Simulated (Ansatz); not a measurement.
Mg2Sn: energy against strain

Mg2Sn (antifluorite, Fm-3m, 25.596 Å³/atom at rest, cube axes along x, y and z) under a strain ε along a cube axis (axis z), the other axes held. PBEsol in Ansatz, a plane-wave DFT program (PAW, default set), 420 eV, 15×15×15 Γ-centred mesh, Fermi-Dirac smearing 0.10 eV; ions are relaxed within the symmetry of each cell.

Here s stands for strain and y for E less E0.

```csv
strain (%),E less E0 (meV/atom)
-3.00,?
-1.50,1.34
-1.00,0.58
-0.50,0.13
0.00,0.00
0.50,0.17
1.00,0.64
1.50,1.40
```

Task: Fit y against s with a parabola, and predict the withheld value at s = -3.00.

Result: Least squares gives y = -0.001 + 0.0243·s + 0.6095·s². Residuals (row less fit): 0.006, -0.004, -0.009, 0.001, 0.006, 0.007, -0.007; standard error 0.008 (degrees of freedom: 4). Twice the quadratic coefficient over the volume, 2 × 0.6095 meV × 10⁴ × 0.1602 / 25.596 Å³, is the elastic constant C11 = 76 ± 0.5 GPa. At the withheld row, y = -0.001 + 0.0243 × (-3.0) + 0.6095 × (-3.0)² = 5.412 meV/atom. The calculation gives 5.59 meV/atom, 0.178 meV/atom above the prediction (3.2 % of the range of y in the table). The row lies outside the fitted rows, so this is an extrapolation. From the scatter of the fitted rows alone, a prediction at this place has a standard error of 0.032 meV/atom, so the miss is 5.6 times that.

One order more, fitted to all 13 runs of the series, follows each within 0.01, so the miss is the next term of a smooth law. This level leaves no gap over 0.05 eV at strain -3.00, -1.50, -1.00, -0.50, 0.00, 0.50, 1.00, 1.50, where the mesh may be coarse. Rows are the converged runs of the series near zero and its far end; series whose fitted rows scatter by over a few per cent of the range, as at a crossing or softening among them, aren't shown in this form. Most that stay on the fit to the last digits aren't either.
